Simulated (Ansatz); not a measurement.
The parent structure is SiC in the wurtzite structure (space group P6_3mc, No. 186; a = 3.076 Å, c = 5.048 Å).

Structures relaxed with PBEsol (Ansatz, a program for electronic structure), without spin-orbit coupling, earlier PAW set.

Base:

Simulated powder pattern, Mo Kα, λ = 0.71073 Å (kinematic, ideal powder, no thermal factors, no anomalous dispersion; the 14 strongest lines at most, above 2 %, up to 2θ = 40°):

```csv
2θ (°),I/Imax (%),hkl
15.33,72,(100)
16.19,50,(002)
17.35,100,(101)
22.37,29,(102)
26.72,52,(110)
28.93,54,(103)
30.95,8.1,(200)
31.40,41,(112)
32.04,18,(201)
32.71,3.0,(004)
35.12,7.1,(202)
36.31,3.2,(104)
39.79,19,(203)
```

Modification: every Si is replaced by Al, then cell and atoms are relaxed.

Q: Where do the lines fall after the change?

A: 
Simulated powder pattern, Mo Kα, λ = 0.71073 Å (kinematic, ideal powder, no thermal factors, no anomalous dispersion; the 14 strongest lines at most, above 2 %, up to 2θ = 40°):

```tsv
2θ (°)	I/Imax (%)	hkl
13.56	100	(100)
16.52	66	(101)
18.83	51	(002)
23.28	40	(102)
23.61	76	(110)
27.32	12	(200)
28.95	17	(201)
30.36	67	(112)
31.60	13	(103)
33.39	12	(202)
36.41	8.8	(210)
37.69	14	(211)
38.18	5.0	(004)
39.82	5.7	(203)
```

The indices refer to each structure's own conventional cell; one index is shown for lines that coincide. The space group is now P6_3/mmc (No. 194).

No phonon test of stability was made. As relaxed here, AlC is a hypothetical phase, not in the database extracts checked. The final runs are not spin-polarised.
